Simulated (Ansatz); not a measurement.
Cost and result by functional for the surface energy of the (21-30) surface of hcp Zr in its 1x1 cell, outermost plane spacing 0.35 Å in the ideal cut, in Ansatz (plane waves, PAW). Single points on the PBE structure, on one kind of machine; costs are rough ratios of the slab run's core time (references not counted) to the cheapest single point. r2SCAN's cost holds its higher cutoff (500 against 420 eV). Differences are taken against r2SCAN for comparison alone: no measured value is at hand, so the table doesn't rank accuracy.

Slab: 20 atoms, 9.9 Å thick at the start (thin: gaps and levels are the slab's own); k 7x5x1, smearing 0.1 eV, dipole-corrected; all atoms relaxed; start symmetry kept, larger cells not searched; no spin, no spin-orbit, no U. These notes are the PBE run's.

```json
[
 {"functional": "LDA", "relative cost": "1", "surface energy (J/m²)": "1.93", "less r2SCAN (J/m²)": "0.11"},
 {"functional": "PBEsol", "relative cost": "1", "surface energy (J/m²)": "1.87", "less r2SCAN (J/m²)": "0.05"},
 {"functional": "RPBE", "relative cost": "1", "surface energy (J/m²)": "1.58", "less r2SCAN (J/m²)": "-0.24"},
 {"functional": "r2SCAN", "relative cost": "2", "surface energy (J/m²)": "1.82", "less r2SCAN (J/m²)": "0.00"},
 {"functional": "PBE (the relaxed run's value)", "relative cost": "–", "surface energy (J/m²)": "1.70", "less r2SCAN (J/m²)": "-0.12"}
]
```

The values span 0.35 J/m², while the single points' costs differ by a factor of roughly 2. Differences are of unrounded values.

Ansatz is a program for electronic structure.
